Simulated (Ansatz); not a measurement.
The reference is CuI in the zinc blende structure (space group F-43m, No. 216).

```cif
data_Cu4I4
_chemical_formula_sum 'I4 Cu4'
_space_group_name_H-M_alt 'F-43m'
_space_group_IT_number 216
_space_group_name_Hall 'F -4 2 3'
_cell_length_a 6.07781
_cell_length_b 6.07781
_cell_length_c 6.07781
_cell_angle_alpha 90.000
_cell_angle_beta 90.000
_cell_angle_gamma 90.000
loop_
_atom_site_label
_atom_site_type_symbol
_atom_site_symmetry_multiplicity
_atom_site_Wyckoff_symbol
_atom_site_fract_x
_atom_site_fract_y
_atom_site_fract_z
_atom_site_occupancy
I1 I 4 c 0.25000 0.25000 0.25000 1
Cu1 Cu 4 a 0.00000 0.00000 0.00000 1
```
(The calculation used a cell of 2 atoms; values per cell refer to that cell.)

All numbers come from Kohn–Sham DFT with the PBE functional, run in Ansatz (a program for electronic structure) with PAW and 420 eV plane waves, without spin-orbit coupling, earlier PAW set.

One change was made to it. Results:

| quantity | base | after |
|---|---|---|
| valley order (the lowest conduction-band minima on the path, energy above the VBM, named in the base's zone) | Γ 1.10 eV; L along ⟨111⟩ 2.13 eV; X along ⟨100⟩ 2.72 eV | Γ 1.47 eV; L along ⟨111⟩ 2.24 eV; X along ⟨100⟩ 2.45 eV |
| lattice parameter a | 6.078 Å | 5.824 Å |
| hole mass (degenerate bands, along [100]) | 0.22, 0.75, 0.75 mₑ (at Γ) | 0.22, 0.57, 0.57 mₑ (at Γ) |

Q: What was done to the base?
A) pressure 100 GPa
B) pressure 30 GPa
C) pressure 7 GPa

A: C, pressure 7 GPa. For comparison, the valley order in the other runs: pressure 30 GPa gives X along ⟨100⟩ 1.93 eV; Γ 2.19 eV; L along ⟨111⟩ 2.38 eV; pressure 100 GPa gives a point along ⟨100⟩, about 0.9 Å⁻¹ from Γ 1.08 eV; L along ⟨111⟩ 2.47 eV; Γ 3.18 eV.

Spin-orbit coupling, missing from the scalar runs, can matter with I. The levels and masses belong to the bands next to the band gap. Load acts through the strain it causes; cell and atoms are relaxed under it. Effective masses come from finite differences of ±0.01 Å⁻¹. Stability against distortions was not tested. Tetrahedral semiconductors of this kind turn to denser phases somewhere between about 1 and 50 GPa; those were not computed, so compressed cells here can lie past the real transition. All final runs are without spin polarisation.
